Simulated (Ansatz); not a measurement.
A self-consistent single point of a (110) slab of Zr (cut from a parent of space group no. 229; 4 atoms in the cell) with Ansatz (a quantum-chemistry and plane-wave program).

Level of theory: LDA (PW92), default PAW files made with PBE (plane waves; Ansatz).

```yaml
crystal:
  lattice:
    - [3.11734, 0.00000, 0.00000]
    - [-4.15646, 2.93906, 0.00000]
    - [0.00000, 0.00000, 21.63591]
  atoms:
    - { symbol: Zr, position: [0.00000, 0.25000, 0.32354] }
    - { symbol: Zr, position: [0.00000, 0.75000, 0.44118] }
    - { symbol: Zr, position: [0.00000, 0.25000, 0.55882] }
    - { symbol: Zr, position: [0.00000, 0.75000, 0.67646] }
```

Reference input (self-consistent single point, DFT, LDA (PW92), plane waves, default PAW files made with PBE): basis.ecutwfc = 420 eV; kpoints.mp_grid.grid = 12 12 1; hamiltonian.xc = lda; hamiltonian.pseudopotentials = {kind: paw} (the program's default PAW files); scf.occupations.method = fermi_dirac; scf.occupations.width = 0.1 eV. This run's input differs from it in these lines:

Ansatz 0.2 input:
```diff
@@ -12,3 +12,3 @@
 basis:
-  ecutwfc: 420.0 eV
+  ecutwfc: 295.0 eV
 kpoints:
```

Log, with long lists cut:

```
SCF iter   1: F=—  HF=-16307.374485 eV  |F-HF|=—  |Δ(HF+E_count)|=         —  Δρ=4.85e-3  dr2=5.09e-1  ethr=1.77e-3  ⟨swp⟩=5.9  Hψ=5519  notcnv=0
all-band conjugate gradients solve this SCF's bands
preconditioner: auto → LDOS
SCF iter   2: F=—  HF=-16307.364122 eV  |F-HF|=—  |Δ(HF+E_count)|=   1.04e-2  Δρ=1.24e-3  dr2=8.25e-3  ethr=1.06e-3  ⟨swp⟩=1.0  Hψ=1594  notcnv=0
   [... lines left out ...]
SCF iter   5: F=—  HF=-16307.364596 eV  |F-HF|=—  |Δ(HF+E_count)|=   8.91e-6  Δρ=3.70e-5  dr2=1.03e-5  ethr=3.10e-7  ⟨swp⟩=1.8  Hψ=1418  notcnv=0
SCF iter   6: F=—  HF=-16307.364573 eV  |F-HF|=—  |Δ(HF+E_count)|=   2.25e-5  Δρ=1.23e-5  dr2=9.57e-7  ethr=2.15e-8  ⟨swp⟩=2.3  Hψ=1927  notcnv=0
SCF iter   7: F=—  HF=-16307.364574 eV  |F-HF|=—  |Δ(HF+E_count)|=   4.10e-9  Δρ=3.80e-6  dr2=1.05e-7  ethr=2.08e-10  ⟨swp⟩=7.5  Hψ=5353  notcnv=0
SCF iter   8: F=-16307.364574 eV  HF=-16307.364574 eV  |F-HF|=3.46e-9  |Δ(HF+E_count)|=   5.52e-9  Δρ=1.13e-6  dr2=8.32e-9  ethr=2.08e-10  ⟨swp⟩=4.0  Hψ=3601  notcnv=0
SCF 1 converged in 8 iterations: F = -16307.364574 eV  dr2 = 8.32e-9
Free energy (F): -16307.364574 eV
Internal energy: -16307.079318 eV  (E = F + TS)
E sigma→0 (E₀):  -16307.221946 eV
Entropy (-TS):   -0.285255 eV (-71.314 meV/atom)
Fermi energy:    4.202066 eV
--- Forces (eV/Å), atoms counted from 1 ---
  atom   1  Zr    -0.00000000     0.00000000     0.84560119
  atom   2  Zr     0.00000000    -0.00000000    -0.50443872
  atom   3  Zr    -0.00000000     0.00000000     0.50443872
  atom   4  Zr     0.00000000    -0.00000000    -0.84560119
--- Stress (GPa, compression-positive) ---
       -5.685123      -0.033343       0.000000
       -0.033343      -5.708700       0.000000
        0.000000       0.000000      -4.189233
  P = ⅓ Tr σ = -5.1944 GPa (-51.944 kbar)
  The stress holds the Pulay correction. Without it, at fixed plane waves, as pw.x and ABINIT print it: P = -5.9755 GPa
```

The run converged in 8 iterations. Against the reference run the free energy goes up by 26.5 meV/atom and the largest force moves little (0.849 to 0.846 eV/Å).

The starting cell comes from a database of computed structures (which also holds hypothetical and non-ambient phases and stackings), without a prior relaxation at this level. The slab is cut from that crystal, and its faces are unrelaxed. Its lattice was rescaled by up to half a per cent. The cutoff lies below the one recommended for these files.
